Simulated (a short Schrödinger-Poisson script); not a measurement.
From a short Schrödinger-Poisson script (our own, NumPy): 1D Poisson equation in equilibrium, electrons quantum, Hartree plus LDA exchange-correlation (BenDaniel-Duke, 40 states a valley, the channel's in-plane mass for all, wave functions free to enter the barrier), parabolic valleys, classical holes, full ionisation, no traps, pinning or gate leakage.

Structure: gated Al0.2Ga0.8As/GaAs δ-doped gas in a quantum well, at 20 K.

From the gate side: 20 nm Al0.2Ga0.8As; 2 nm Al0.2Ga0.8As; 10 nm GaAs; 4000 nm Al0.2Ga0.8As, acceptors 8e14 cm⁻³.

The device is made up for the run: typed textbook-type constants, with dimensions and the other settings drawn at random. Al0.2Ga0.8As: permittivity 12.33, conduction-band edge (eV) 0.158, gap (eV) 1.673, electron mass (mₑ) 0.0836, Nv at 300 K (cm⁻³) 9e18. GaAs: permittivity 12.9, conduction-band edge (eV) 0, gap (eV) 1.424, Nv at 300 K (cm⁻³) 9e18.

Channel valleys (confinement mass, in-plane density-of-states mass, number): Γ 0.067, 0.067, 1. At the gate the conduction-band edge of layer 1 lies 0.91 eV − eVg above the Fermi level of the channel; the field vanishes at the back. Sheet of ionised δ-doping: +2.6e12 e/cm² at 20 nm from the gate. The barrier under the gate holds no holes. Gaps are held at their typed values at every temperature. Mesh 0.08 nm at interfaces.

Task: Give the capacitance at Vg = 0.5 V (μF/cm²); the sheet density of all electrons at Vg = 0.5 V (cm⁻²); the lowest subband against the Fermi level at Vg = 0.5 V (meV).

Result: capacitance at Vg = 0.5 V (μF/cm²): 0.429; sheet density of all electrons at Vg = 0.5 V (cm⁻²): 1.15e12; lowest subband against the Fermi level at Vg = 0.5 V (meV): -40.9.
